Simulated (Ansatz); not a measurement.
A periodic model of amorphous Hf₁₇O₃₆La:

```xyz
54
Lattice="8.8041 -0.2415 -0.0434 -0.2415 8.7838 0.0410 -0.0434 0.0410 9.0374" Properties=species:S:1:pos:R:3 pbc="T T T"
Hf     5.5881     4.0924     5.9724
Hf     6.6855     0.4211     3.8701
Hf     4.1267     0.8748     6.4160
Hf     1.0834     0.7027     3.7444
Hf     1.7395     2.6092     0.2880
Hf     6.8350     1.6242     7.9402
Hf     2.5705     6.7706     5.1630
Hf     3.2160     8.5667     0.5933
Hf     7.3188     3.4347     2.4060
Hf     0.6292     0.2752     6.9796
Hf     8.0330     6.1344     4.4315
Hf     5.6970     7.0778     7.7101
Hf     4.9791     6.5019     2.3035
Hf     4.7672     3.7430     0.2181
Hf     1.5886     5.6364     1.9616
Hf     3.8102     1.6938     3.0861
Hf     2.1672     3.5503     5.4649
O      2.9467     4.3726     0.9819
O      1.8891     3.5903     7.5423
O      3.2573     6.0826     3.1994
O      2.5270     0.6962     7.9163
O      0.9015     5.1217     5.2517
O      3.7956     2.0147     0.9259
O      7.2972     8.3858     7.5742
O      1.1594     7.2463     6.6393
O      7.2161     6.4381     9.0112
O      6.5330     7.1957     3.3813
O      0.4002     4.0009     0.9074
O      8.4998     5.1120     2.7088
O      7.3365     3.2708     6.8477
O      4.0634     2.5755     5.1187
O      8.1314     8.3940     4.9634
O      1.7402     7.0515     0.6639
O      5.1575     5.0800     7.7858
O      8.2154     1.5131     3.0211
O      4.0948     7.5582     6.3088
O      1.2052     1.6764     5.6657
O      3.6216     5.0323     5.5816
O      2.0651     2.7639     3.4881
O      5.7224     4.6911     1.7730
O      6.5937     2.6576     0.5735
O      6.7261     4.3569     4.2591
O      3.1013     0.2173     4.5361
O      4.9060     2.6122     7.4553
O      4.4656     6.8820     0.4416
O      2.0349     0.7229     1.8807
O      6.0593     0.8676     5.6945
O      0.0864     1.6741     8.4914
O      5.7670     2.1441     3.1432
O      1.0240     7.3199     3.6767
O      5.1571     0.2501     8.2481
O      4.4968     8.6252     2.4509
O      6.8900     5.9821     6.1977
La    -0.0577     5.2567     7.7398
```

The numbers are results of PBE, scalar-relativistic without spin-orbit coupling (plane waves to 420 eV, PAW; Ansatz, a program for electronic structure), not measurements. The usual formal charges leave 1 holes over, so the level spacing at the Fermi energy parts defect or band states and needn't be the band gap. In the spin-polarised cell the level spacing at the Fermi energy can part levels of unlike spin.

Preparation: random packing, a CHGNet melt and quench, and a DFT relaxation. O atoms were pushed apart under 1.9 Å during the dynamics, to hinder bonds among them. The hot cell started wider than the set density and was brought back towards it in steps. It is the lowest in DFT energy of 2 quenches. It is a model cell: composition and starting density were chosen by hand, and all elements were melted together. No dispersion term was used. Its density started from a set value of 8.79 and ended at 8.92 g/cm³. The simulated quench (nominally 380 K/ps over its main leg) is rapid and tends to freeze in more defects than a deposited or slowly cooled glass has. Values belong to this one cell and scatter from quench to quench. Volume and shape were free in the relaxation.

Bonds are counted up to Hf-Hf 3.34 Å, Hf-O 2.68 Å, Hf-La 3.65 Å, O-O 1.58 Å, O-La 3.00 Å, La-La 3.96 Å. Two cations that share two anions don't count as bonded, nor two that share one unless they lie closer than Hf-Hf 3.25 Å, Hf-La 3.55 Å, La-La 3.85 Å.

Give the coordination numbers, mean bond lengths and angles.


The mean coordination of Hf by anions is 6.59 (1 with 5, 5 with 6, 11 with 7), the mean coordination of O is 3.31 (2 with 2, 21 with 3, 13 with 4) and the mean coordination of La by anions comes out as 7.00 (1 with 7). The mean Hf-O bond is 2.157 Å (spread 0.119 Å, 112 counted) and the mean O-La bond is 2.545 Å (spread 0.081 Å, 7 counted). The bond angle at Hf is mean 101.9°, spread 29.2°, the bond angle at O is mean 113.0°, spread 18.6° and the bond angle at La is mean 100.0°, spread 29.7°.

List the pairs of like atoms that count as bonded by the rules above.

There are none by these rules.
